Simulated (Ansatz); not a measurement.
# Effective masses and thermopower of BaTiO3 under load (space group P4mm)

Consider the following.

```xyz
5
Lattice="3.9643 0.0000 0.0000 0.0000 3.9643 0.0000 0.0000 0.0000 4.0960" Properties=species:S:1:pos:R:3 pbc="T T T"
Ba     1.9821     1.9821     2.3989
Ti     0.0000     0.0000     0.4180
O      0.0000     1.9821     0.2549
O      1.9821     0.0000     0.2549
O      0.0000     0.0000     2.2438
```

Computed with PBEsol with spin-orbit coupling, rigid bands (plane waves, PAW; Ansatz, a first-principles code). Condition of this run: hydrostatic pressure -2 GPa with spin-orbit coupling (the target of the relaxation). Cell: cell and atoms relaxed with PBEsol, then loaded as said.

```json
{
 "band_gap": "1.84 eV",
 "electron conductivity mass (300 K, dilute)": "0.44 (x), 0.44 (y), 10.6 (z) mₑ",
 "effective density of states N_c (300 K)": "3.3e19 cm⁻³",
 "density_of_states_mass_electrons": "1.19 mₑ",
 "Seebeck coefficient, n-type 1e19 cm⁻³, 300 K": "-315 μV/K",
 "best n-type power factor at 300 K for τ = 10 fs (best axis; densities from 1e16 to 1e21 cm⁻³ tried, whether or not they can be reached)": "13.9 μW/(cm·K²) at 1e20 cm⁻³"
}
```

Rigid bands; masses and Seebeck coefficients take one relaxation time τ for all states and one kind of carrier; polarons and phonon drag are left out.
